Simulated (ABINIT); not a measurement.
Worked example: self-consistent single point of YMg (P-3m1, 4 atoms in the cell) in ABINIT.

Level of theory: LDA (PW92), spin-orbit coupling, PAW (JTH v2.0 LDA PAW) (plane waves; ABINIT).

```
CELL_PARAMETERS angstrom
      3.41705     0.00000     0.00000
     -1.70853     2.95925     0.00000
      0.00000     0.00000    11.24178
ATOMIC_POSITIONS crystal
  Y  0.66667 0.33333 0.87089
  Y  0.33333 0.66667 0.12911
  Mg 0.33333 0.66667 0.61802
  Mg 0.66667 0.33333 0.38198
```

Reference input (self-consistent single point, DFT, LDA (PW92), plane waves, PAW (JTH v2.0 LDA PAW)): pseudos = [Y.LDA_PW-JTH.xml, Mg.LDA_PW-JTH.xml]; ecut = 544 eV; pawecutdg = 1088 eV; ixc = 7; occopt = 7; tsmear = 0.00734986 Ha; ngkpt = 8 8 2; nshiftk = 1; shiftk = 0 0 0; potentials = JTH v2.0 LDA PAW; nband = 28; kptopt = 1. This run's input differs from it in these lines:

```diff
@@ -20,6 +20,8 @@
 ixc 7
+nspinor 2
+nspden 1
 occopt 7
 tsmear 0.00734986
-nband 28
-kptopt 1
+nband 64
+kptopt 4
 ngkpt 8 8 2
```

Log, with long lists cut:

```
--- !BeginCycle
solver: {iscf: 17, nstep: 50, nline: 4, wfoptalg: 10, }
tolerances: {tolvrs: 1.00E-10, }
...

     iter   Etot(hartree)      deltaE(h)  residm     nres2
 ETOT  1  -203.34027131620    -2.033E+02 4.972E+00 7.047E+00
 ETOT  2  -204.70202325828    -1.362E+00 1.876E-02 1.819E+00
 ETOT  3  -204.69803586389     3.987E-03 1.396E-02 4.896E-01
 ETOT  4  -204.69741619774     6.197E-04 4.702E-03 3.760E-02
 ETOT  5  -204.69729223603     1.240E-04 2.177E-03 6.349E-03
   [... 4 lines left out ...]
 ETOT 10  -204.69729322165     1.479E-09 2.454E-04 1.267E-08
 ETOT 11  -204.69729322165    -1.080E-12 1.702E-04 4.414E-09
 ETOT 12  -204.69729322166    -7.333E-12 1.168E-04 4.718E-10
 ETOT 13  -204.69729322165     4.462E-12 4.565E-05 9.479E-12
 At SCF step   13       nres2   =  9.48E-12 < tolvrs=  1.00E-10 =>converged.

 Cartesian components of stress tensor (hartree/bohr^3)
  sigma(1 1)=  8.44301049E-05  sigma(3 2)=  0.00000000E+00
  sigma(2 2)=  8.44301048E-05  sigma(3 1)=  0.00000000E+00
  sigma(3 3)=  1.17004570E-04  sigma(2 1)= -1.62514736E-13

 ----iterations are completed or convergence reached----

 reduced coordinates (array xred) for    4 atoms
       0.666666664469      0.333333331124      0.870889996192
       0.333333331136      0.666666664457      0.129109999437
       0.333333331136      0.666666664457      0.618019997297
       0.666666664469      0.333333331124      0.381979998333
 cartesian forces (eV/Angstrom) at end:
    1      0.00000000000000     0.00000000000000     0.01177102940246
   [... lines left out ...]
 Fermi (or HOMO) energy (hartree) =   0.21086   Average Vxc (hartree)=  -0.33563
 Fermi (or HOMO) energy (eV) =   5.73784   Average Vxc (eV)=  -9.13288
   [... lines left out ...]
'-kT*entropy'       : -3.66243359862350E-03
total_energy        : -2.04697293496796E+02
total_energy_eV     : -5.57009662844440E+03
...

-Cartesian components of stress tensor (GPa)         [Pressure= -2.8035E+00 GPa]
- sigma(1 1)=  2.48401903E+00  sigma(3 2)=  0.00000000E+00
- sigma(2 2)=  2.48401903E+00  sigma(3 1)=  0.00000000E+00
- sigma(3 3)=  3.44239272E+00  sigma(2 1)= -4.78134781E-09

 Calculation completed.
```

The run converged in 13 iterations. 

The starting cell comes from a database of computed structures (which also holds hypothetical and non-ambient phases and stackings), without a prior relaxation at this level.

These are the values that this program gave, and no reference: the one-centre exchange-correlation terms come from a truncated expansion.

Cost on one core of a shared machine: roughly 6 min.
